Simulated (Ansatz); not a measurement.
# A constructed model of the (111)A surface of zinc-blende GaAs, from a spin-polarised start, Ga-terminated, 2x2 As adatom at T1 (bottom of the slab: 3 H on 4 bottom sites)

These are PBE (plane waves to 420 eV, PAW; Ansatz, a first-principles code) values and carry that method's errors.

Model: 36-atom slab, 14.9 Å thick at the start with caps and adatoms, 3x3x1 mesh, Fermi-Dirac 0.025 eV, dipole correction, 8 atoms held, the rest relaxed; start symmetry kept, larger cells not searched; spin-polarised from one start with parallel moments (other orders not tried), ending with about 2.0 μB a cell; orders that need a larger cell were not tried, no spin-orbit, no U. In PBE it lies 0.33 eV a 1x1 cell over the lowest computed structure of the same composition (2x2 As adatom at H3).

```
Property                                                              Result
-----------------------------------------------  ---------------------------
gap of the slab on its k-mesh                                        0.62 eV
highest filled level below the top vacuum level                      5.03 eV
energy released by relaxation                                        1.45 eV
magnetic moment of the cell                                          2.00 μB
cost                                             very roughly 2.1 core-hours
```
